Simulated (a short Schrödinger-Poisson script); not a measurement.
Stack: symmetric double-gate stack, SiO2 on p-type InP, at 300 K.

| layer | material | thickness (nm) | Na (cm⁻³) |
|---|---|---|---|
| 1 | SiO2 | 2.1 | - |
| 2 | InP | 5 | 9e15 |
| 3 | SiO2 | 2.1 | - |

The device is made up for the run: typed textbook-type constants, with dimensions and the other settings drawn at random. SiO2: permittivity 3.9, conduction-band edge (eV) 3.48, gap (eV) 9, electron mass (mₑ) 0.5. InP: permittivity 12.5, conduction-band edge (eV) 0, gap (eV) 1.344, Nv at 300 K (cm⁻³) 1.1e19.

Channel valleys (confinement mass, in-plane density-of-states mass, number): Γ 0.08, 0.08, 1. At the gates, both at one voltage, the conduction-band edge of layer 1 lies 3.68 eV − eVg above the Fermi level of the channel. Gaps are held at their typed values at every temperature. Mesh 0.03 nm at interfaces.

From a short Schrödinger-Poisson script (our own, NumPy): 1D Poisson equation in equilibrium, electrons classical, Boltzmann, parabolic valleys, classical holes, full ionisation, no traps, pinning or gate leakage.

The same stack at other levels of the model or other numerical settings:

| run | sheet density of all electrons at Vg = 1.7 V (cm⁻²) | sheet density of all electrons at Vg = 0.5 V (cm⁻²) | capacitance of both gates at Vg = 1.7 V (μF/cm²) | rough cost against the base |
|---|---|---|---|---|
| base | 2.71e13 | 4.29e12 | 3.16 | about 1 |
| electrons treated as classical, Fermi-Dirac | 1.83e13 | 2.88e12 | 2.20 | 2 |
| electrons treated as quantum, Hartree | 1.76e13 | 2.29e12 | 2.31 | 20 |
| electrons treated as quantum, Hartree plus LDA exchange-correlation | 1.81e13 | 2.52e12 | 2.34 | 20 |
| mesh six times as coarse | 2.68e13 | 4.25e12 | 3.11 | about 1 |

The classical rows ignore confinement, and Boltzmann statistics overrate the density once the band edge passes the Fermi level.

Above a few 1e12 electrons/cm² a light Γ valley is non-parabolic and upper valleys begin to fill, which the model leaves out.
